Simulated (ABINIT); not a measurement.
A self-consistent single point of FeO (Fm-3m, 2 atoms in the cell) with ABINIT.

Method of the run: PBE-D2, PAW (JTH v2.0 PBE PAW) (plane waves; ABINIT 10.0.3).

```yaml
crystal:
  lattice:
    - [0.00000, 2.08731, 2.08731]
    - [2.08731, 0.00000, 2.08731]
    - [2.08731, 2.08731, 0.00000]
  atoms:
    - { symbol: Fe, position: [0.00000, 0.00000, 0.00000], spin: 4.0 }
    - { symbol: O, position: [0.50000, 0.50000, 0.50000] }
```
(The spins are starting values, not results.)

Reference input (self-consistent single point, DFT, PBE, plane waves, PAW (JTH v2.0 PBE PAW)): pseudos = [Fe.GGA_PBE-JTH.xml, O.GGA_PBE-JTH.xml]; ecut = 30 Ha; pawecutdg = 60 Ha; pawxcdev = 0; nsppol = 2; occopt = 7; tsmear = 0.00367493 Ha; ngkpt = 7 7 7; nshiftk = 1; shiftk = 0.5 0.5 0.5; potentials = JTH v2.0 PBE PAW; nband = 18. This run's input differs from it in these lines:

```diff
@@ -18,2 +18,4 @@
 pawxcdev 0
+vdw_xc 5
+vdw_tol 1.0e-10
 nsppol 2
```

Output, abridged:

```
--- !BeginCycle
solver: {iscf: 17, nstep: 50, nline: 4, wfoptalg: 10, }
tolerances: {tolvrs: 1.00E-10, }
...

     iter   Etot(hartree)     deltaE(h) residm    nres2    magn
 ETOT  1  -133.06597174616    -1.33E+02 3.00E+01 8.81E+02 2.664
 ETOT  2  -143.98339834614    -1.09E+01 2.59E-01 3.06E+03 0.062
 ETOT  3  -140.60580948975     3.38E+00 1.25E+00 1.51E+02 2.148
 ETOT  4  -140.62124045779    -1.54E-02 5.56E-02 4.98E+01 2.998
 ETOT  5  -140.60391124998     1.73E-02 2.40E-02 2.75E+01 3.065
   [... 14 lines left out ...]
 ETOT 20  -140.59235484309    -8.90E-11 8.29E-06 6.15E-08 3.978
 ETOT 21  -140.59235484309     7.65E-12 1.86E-05 6.54E-09 3.978
 ETOT 22  -140.59235484308     2.33E-12 1.00E-05 4.40E-10 3.978
 ETOT 23  -140.59235484308     2.84E-13 2.27E-05 2.30E-11 3.978
 At SCF step   23       nres2   =  2.30E-11 < tolvrs=  1.00E-10 =>converged.

 Cartesian components of stress tensor (hartree/bohr^3)
  sigma(1 1)= -6.53158338E-04  sigma(3 2)=  0.00000000E+00
  sigma(2 2)= -6.53158338E-04  sigma(3 1)=  0.00000000E+00
  sigma(3 3)= -6.53158338E-04  sigma(2 1)=  0.00000000E+00

 Integrated electronic and magnetization densities in atomic spheres:
 Radius=ratsph(iatom), smearing ratsm=  0.0000. Diff(up-dn)=approximate z local magnetic moment.
 Atom    Radius    up_density   dn_density  Total(up+dn)  Diff(up-dn)
    1   2.11532     8.911861     5.344943     14.256804     3.566918
    2   1.41465     2.427705     2.126822      4.554527     0.300883
  Sum:             11.339566     7.471765     18.811331     3.867801
 Total magnetization (from the atomic spheres):             3.867801
   [... lines left out ...]
 Total magnetization (exact up - dn):                       3.978273
 Fermi (or HOMO) energy (eV) =   9.68041   Average Vxc (eV)= -12.45453
   [... lines left out ...]
'-kT*entropy'       : -3.26981269006482E-04
total_energy        : -1.40592354494489E+02
total_energy_eV     : -3.82571252593073E+03
...

-Cartesian components of stress tensor (GPa)         [Pressure=  1.9217E+01 GPa]
- sigma(1 1)= -1.92165785E+01  sigma(3 2)=  0.00000000E+00
- sigma(2 2)= -1.92165785E+01  sigma(3 1)=  0.00000000E+00
- sigma(3 3)= -1.92165785E+01  sigma(2 1)=  0.00000000E+00

 Calculation completed.
```

The run converged in 23 iterations. Against the reference run the pressure goes from 20.52 to 19.22 GPa and the size of the net moment stays at 1.99 μB/atom.

The starting cell comes from a database of computed structures (which also holds hypothetical and non-ambient phases and stackings), without a prior relaxation at this level. Its lattice was rescaled by a random factor within 2.5 % of one. The magnetic order is the one reached from the typed start; others were not searched systematically. With a pressure of about 19 GPa the cell is away from its equilibrium volume at this level.

Cost on one core of a shared machine: roughly 3 min.
